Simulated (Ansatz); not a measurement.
Seebeck coefficient (μV/K, mean over directions) of n-type MgO (Fm-3m) against carrier density, HSE06, rigid bands (Ansatz, a program for electronic structure). Computed gap 6.47 eV; densities at which minority carriers matter at this gap, or further valleys turn the trend, are left out. Conductivity mass 0.36 mₑ (harmonic mean over directions), N_c = 5.4e18 cm⁻³ at 300 K.

```json
[
 {"electron density": "1e16 cm⁻³", "300 K": "(withheld)", "500 K": "-823"},
 {"electron density": "1e17 cm⁻³", "300 K": "-558", "500 K": "-625"},
 {"electron density": "1e18 cm⁻³", "300 K": "-361", "500 K": "-427"},
 {"electron density": "3e18 cm⁻³", "300 K": "-269", "500 K": "(withheld)"},
 {"electron density": "1e19 cm⁻³", "300 K": "-175", "500 K": "-235"},
 {"electron density": "3e19 cm⁻³", "300 K": "-103", "500 K": "-152"},
 {"electron density": "1e20 cm⁻³", "300 K": "-50", "500 K": "(withheld)"},
 {"electron density": "3e20 cm⁻³", "300 K": "-25", "500 K": "-42"},
 {"electron density": "1e21 cm⁻³", "300 K": "-12", "500 K": "-20"}
]
```

Task: Fill in the missing entries.

Result: 
- 1e16 cm⁻³, 300 K: -757
- 3e18 cm⁻³, 500 K: -334
- 1e20 cm⁻³, 500 K: -81

Rigid bands with a gap fixed in temperature, one relaxation time for all states, no polarons or phonon drag, and whether or not such doping can be reached. Spin-orbit coupling is left out. Geometry: cell and atoms relaxed with PBEsol.
